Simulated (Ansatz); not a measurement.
BN, response to strain

Base system: BN in the zinc blende structure (space group F-43m, No. 216; a = 3.606 Å). Axes: x, y, z lie along the cube axes.

Strains are applied to the cell and any free atomic positions relax; under biaxial strain the out-of-plane vector relaxes too.

All numbers come from PBEsol (Ansatz, a quantum-chemistry and plane-wave program), no spin-orbit coupling.

Notes on the quantities. energy relative to the base: free energy F.

```csv
"biaxial strain, plane normal [111], relaxed out of plane (%)",energy relative to the base (meV/atom)
0,0.0
0.42,0.7
0.83,?
1.25,5.9
1.67,10.4
2.08,15.9
2.5,22.8
```

**Question.** Fit ΔE = Aε² + Bε³ (ε in %) to the rows shown and predict the withheld row.

**Answer.** Least squares on the printed values gives A = 3.88 and B = -0.095 meV/atom (largest residual 0.0 meV/atom); this predicts 2.6 meV/atom, and the run gives 2.6 meV/atom, in agreement.

Whether these cells are dynamically stable was not tested.
